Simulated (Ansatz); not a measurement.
Checking a run of Ansatz (an electronic-structure program) on Ti₂Cd (I4/mmm, 3 atoms in the cell). The aim is a self-consistent single point with DFT, LDA (PW92), plane waves, default PAW files made with PBE.

Cell that was meant: a = 7.0092 Å, b = 7.0092 Å, c = 7.0092 Å, α = 156.41°, β = 156.41°, γ = 33.60°.

Part of the input:

Ansatz 0.2 input:
```yaml
    - { symbol: Cd, position: [0.000000, 0.000000, 0.000000] }
kpoints:
  mp_grid:
    grid: [1, 1, 1]
hamiltonian:
  xc: lda
  pseudopotentials:
```

Output, abridged:

```
WARN basis.ecutwfc = 420 eV, the default
WARN ansatz: RAYON_NUM_THREADS=1 ignored (pool sized by the plan → 1); use --threads N
   [... lines left out ...]
PAW frozen core: Cd, regenerated for the run's functional, and the local potential with it
Initial density: superposition of atomic densities (neutral atoms: chi_scale 0, normalization atom), corrected by the library's trained network
Initial wavefunctions: pseudopotential atomic-orbital guess
Eigensolver: davidson
Functional: x = slater, c = lda
SCF iter   1: F=—  HF=-13030.641752 eV  |F-HF|=—  |Δ(HF+E_count)|=         —  Δρ=7.11e-2  dr2=3.10e0  ethr=1.77e-3  ⟨swp⟩=3.0  Hψ=90  notcnv=0
all-band conjugate gradients solve this SCF's bands
preconditioner: auto → Resta (q_TF=auto, 2.628 Å⁻¹)
SCF iter   2: F=—  HF=-13030.041578 eV  |F-HF|=—  |Δ(HF+E_count)|=   6.00e-1  Δρ=4.10e-2  dr2=1.40e0  ethr=1.77e-3  ⟨swp⟩=2.0  Hψ=44  notcnv=0
   [... lines left out ...]
SCF iter   8: F=—  HF=-13029.671432 eV  |F-HF|=—  |Δ(HF+E_count)|=   4.56e-4  Δρ=1.50e-4  dr2=7.25e-6  ethr=1.30e-5  ⟨swp⟩=1.0  Hψ=27  notcnv=0
SCF iter   9: F=—  HF=-13029.671474 eV  |F-HF|=—  |Δ(HF+E_count)|=   4.13e-5  Δρ=2.97e-4  dr2=6.68e-5  ethr=1.65e-8  ⟨swp⟩=2.0  Hψ=36  notcnv=0
SCF iter  10: F=—  HF=-13029.671469 eV  |F-HF|=—  |Δ(HF+E_count)|=   5.11e-6  Δρ=2.54e-5  dr2=4.56e-7  ethr=1.65e-8  ⟨swp⟩=2.0  Hψ=31  notcnv=0
SCF iter  11: F=-13029.671469 eV  HF=-13029.671469 eV  |F-HF|=1.21e-8  |Δ(HF+E_count)|=   4.45e-8  Δρ=4.07e-6  dr2=1.64e-8  ethr=2.27e-10  ⟨swp⟩=4.0  Hψ=77  notcnv=0
SCF 1 converged in 11 iterations: F = -13029.671469 eV  dr2 = 1.64e-8
Free energy (F): -13029.671469 eV
Internal energy: -13029.573586 eV  (E = F + TS)
E sigma→0 (E₀):  -13029.622527 eV
Entropy (-TS):   -0.097882 eV (-32.627 meV/atom)
Fermi energy:    12.721866 eV
--- Forces (eV/Å), atoms counted from 1 ---
  atom   1  Ti    -0.00000000     0.00000000    -1.25410431
  atom   2  Ti     0.00000000     0.00000000     1.25410431
  atom   3  Cd     0.00000000    -0.00000000     0.00000000
--- Stress (GPa, compression-positive) ---
      -39.351569       0.000000      -0.000000
        0.000000     -39.351569      -0.000000
       -0.000000      -0.000000      38.472718
  P = ⅓ Tr σ = -13.4101 GPa (-134.101 kbar)
  The stress holds the Pulay correction. Without it, at fixed plane waves, as pw.x and ABINIT print it: P = -13.4347 GPa
```

### Question
Is this run sound? If not, what is wrong?

### Answer
The run is not sound. The fault is a single k-point for a small metallic cell. One k-point cannot sample the Fermi surface of a small cell. To fix it, use a converged k-point mesh. The run converged in 11 iterations without an error; against the sound input the free energy goes down by 3.64 eV/atom, the pressure goes from -8.17 to -13.41 GPa and the largest force goes from 0.273 to 1.254 eV/Å.

The sound input it was made from differs as follows (other fixes are possible):
```diff
-    grid: [1, 1, 1]
+    grid: [17, 17, 17]
```

With that input, the run converged in 7 iterations: free energy E − TS (on the zero of these files) -13018.7395 eV; Fermi level (on the code's own zero) 13.75 eV; pressure -8.17 GPa; largest force (vector length) 0.273 eV/Å (DFT, LDA (PW92), plane waves, default PAW files made with PBE).

On the sound input: the starting cell comes from a database of published, mostly measured structures (it also holds non-ambient and calculated ones), without a prior relaxation at this level. Spin polarisation is off. With a pressure of about -8 GPa the cell is away from its equilibrium volume at this level. Ansatz's pressure includes its estimate of the finite-basis (Pulay) stress.
